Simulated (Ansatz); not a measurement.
# SnO2, pressure series

The reference is SnO$_{2}$ in the rutile structure (space group P4_2/mnm, No. 136; a = 4.769 Å, c = 3.212 Å).

Cell and atoms are relaxed at each pressure.

The values are results of PBEsol (Ansatz, an electronic-structure program, PAW, without spin-orbit coupling), not measurements.

| P (GPa) | V (Å³/atom) |
|---|---|
| -2.00 | 12.311 |
| -1.00 | 12.242 |
| 2.10 | 12.044 |
| 4.50 | 11.903 |
| 9.00 | 11.664 |
| 14.99 | 11.384 |
| 22.49 | 11.080 |
| 30.00 | 10.815 |

### Question
Fit a third-order Birch–Murnaghan equation of state.

### Answer
Least squares on P(V) = (3B₀/2)[(V₀/V)^(7/3) − (V₀/V)^(5/3)]·[1 + (3/4)(B₀′ − 4)((V₀/V)^(2/3) − 1)] gives V₀ = 12.18 Å³/atom, B₀ = 188 GPa and B₀′ = 5.0.

Measured bulk modulus of SnO2: 212 GPa (temperature not stated; as listed in Cormac Toher et al., Physical Review Materials (2017)); the computed value is for a static lattice, so the two differ by thermal effects too.

Between the base and pressure 22.5 GPa the gap moves from 0.92 eV to 1.97 eV, a mean slope of 47 meV/GPa.

Load acts through the strain it causes; cell and atoms are relaxed under it. Whether these cells are dynamically stable was not tested. Competing high-pressure phases were not computed.
